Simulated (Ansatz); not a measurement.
BN under load (space group F-43m), r2SCAN, rigid bands in Ansatz (a quantum-chemistry and plane-wave program). Condition of this run: hydrostatic pressure of -27 GPa (compression positive) (the target of the relaxation). Band gap 4.90 eV, N_c = 2.15e19 cm⁻³ and N_v = 8.27e19 cm⁻³ at 300 K, conductivity masses of 0.389 mₑ (electrons) and 0.686 mₑ (holes). Take k_BT = 0.02585 eV.

### Question
Find the intrinsic carrier density and the intrinsic Fermi level.

### Answer
n_i = √(N_c N_v) exp(−E_g/2k_BT) = 4.22e19 × exp(−94.77) = 2.9e-22 cm⁻³. The level lies (k_BT/2) ln(N_v/N_c) = 17 meV from mid-gap (positive towards the conduction band). Each 0.1 eV added to the gap lowers n_i by a factor of 6.9.

### Question
A film of it is 2 nm thick. Estimate the confinement energies in an infinite well.

### Answer
ħ²π²/(2m t²) = 0.376 eV·nm²/(m/mₑ × t²) gives 242 meV for electrons and 137 meV for holes, so the gap would widen to about 5.28 eV. Finite barriers and nonparabolic bands lower this, and with several valleys or bands the heaviest mass along the normal sets the lowest level, not this average.

### Question
What thermal injection velocity √(2k_BT/πm) limits a ballistic channel?

### Answer
8.63e6 cm/s for electrons and 6.50e6 cm/s for holes, a ratio of √(m_h/m_e) = 1.33, for dilute carriers.

Rigid bands with the computed gap; masses take one relaxation time for all states. Spin-orbit coupling is left out. Geometry: cell and atoms relaxed with PBEsol.
